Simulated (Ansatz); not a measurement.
Partial pair distribution functions of a relaxed model of amorphous Zr$_{20}$O$_{41}$Na$_{2}$, broadened by 0.06 Å; density 5.16 g/cm³. All values below come from PBE, scalar-relativistic without spin-orbit coupling (plane waves to 420 eV, PAW; Ansatz, a quantum-chemistry and plane-wave program).

A CHGNet melt-quench gave the starting glass, which DFT then relaxed. O atoms were pushed apart under 1.9 Å during the dynamics, to hinder bonds among them. The hot cell started wider than the set density and was brought back towards it in steps. It is the lowest in DFT energy of 2 quenches. It is a model cell: composition and starting density were chosen by hand, and all elements were melted together. No dispersion term was used. Its density started from a set value of 5.16 and ended at 5.16 g/cm³. The quench (nominally 450 K/ps over its main leg) was far faster than any real one, so the model tends to hold more defects than a real film. One small periodic cell is one sample of the glass; other quenches scatter about these values. The volume was held where the preparation left it and the shape relaxed, at a PBE pressure of 2.7 GPa. Stress components on the final sampling reach 2.8 GPa.

| r (Å) | g Zr-O | g O-Na | g Zr-Zr | g O-O |
|---|---|---|---|---|
| 1.75 | 0.00 | 0.00 | 0.00 | 0.00 |
| 1.85 | 0.25 | 0.00 | 0.00 | 0.00 |
| 1.95 | 2.76 | 0.00 | 0.00 | 0.00 |
| 2.05 | 6.33 | 0.01 | 0.00 | 0.00 |
| 2.15 | 6.17 | 0.51 | 0.00 | 0.00 |
| 2.25 | 4.06 | 3.25 | 0.00 | 0.00 |
| 2.35 | 1.60 | 4.86 | 0.00 | 0.04 |
| 2.45 | 0.52 | 3.59 | 0.00 | 0.51 |
| 2.55 | 0.17 | 1.61 | 0.00 | 2.09 |
| 2.65 | 0.04 | 0.63 | 0.00 | 2.46 |
| 2.75 | 0.09 | 1.09 | 0.00 | 2.35 |
| 2.85 | 0.13 | 0.51 | 0.00 | 2.07 |
| 2.95 | 0.06 | 0.09 | 0.07 | 2.15 |
| 3.05 | 0.15 | 0.51 | 0.58 | 2.16 |
| 3.15 | 0.27 | 0.26 | 1.59 | 1.58 |
| 3.25 | 0.14 | 0.28 | 3.23 | 0.99 |
| 3.35 | 0.35 | 0.73 | 2.85 | 0.84 |
| 3.45 | 0.67 | 0.37 | 2.09 | 0.87 |
| 3.55 | 0.76 | 0.10 | 2.14 | 0.75 |
| 3.65 | 0.81 | 0.42 | 2.06 | 0.54 |
| 3.75 | 0.84 | 0.88 | 1.72 | 0.56 |
| 3.85 | 0.91 | 1.91 | 1.94 | 0.61 |
| 3.95 | 0.98 | 1.34 | 2.18 | 0.78 |
| 4.05 | 1.14 | 1.09 | 1.56 | 1.09 |
| 4.15 | 1.07 | 0.75 | 0.96 | 1.17 |
| 4.25 | 1.20 | 0.68 | 0.28 | 1.10 |
| 4.35 | 1.38 | 1.22 | 0.13 | 0.74 |
| 4.45 | 1.36 | 1.81 | 0.06 | 0.52 |
| 4.55 | 1.34 | 1.28 | 0.29 | 0.57 |

Within 2.62 Å each Zr has 6.35 O neighbours on average.
